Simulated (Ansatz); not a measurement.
The starting structures come from a database of crystals and need not be the phases stable at ambient conditions.

By PBEsol, the system below comes out a metal.

Consider the following.

```xyz
2
Lattice="2.7514 0.0000 0.0000 -1.3757 2.3828 0.0000 0.0000 0.0000 4.4623" Properties=species:S:1:pos:R:3 pbc="T T T"
Ir     1.3757     0.7943     3.3467
Ir     0.0000     1.5885     1.1156
```

Space group of this cell: P6_3/mmc, hcp (Mg type). The cell is taken as given; by PBEsol its mean pressure is -12.5 GPa.

The current flows along the normal of the first two printed cell vectors, the (001) plane of the conventional cell. No spin-orbit coupling; the value is a mean over 0.1 eV about the Fermi level.

### Question
Estimate the ballistic conductance per area that PBEsol (Ansatz, an electronic-structure program) returns for this system.

### Answer
2.3 × 10¹⁵ S/m² for both spins.
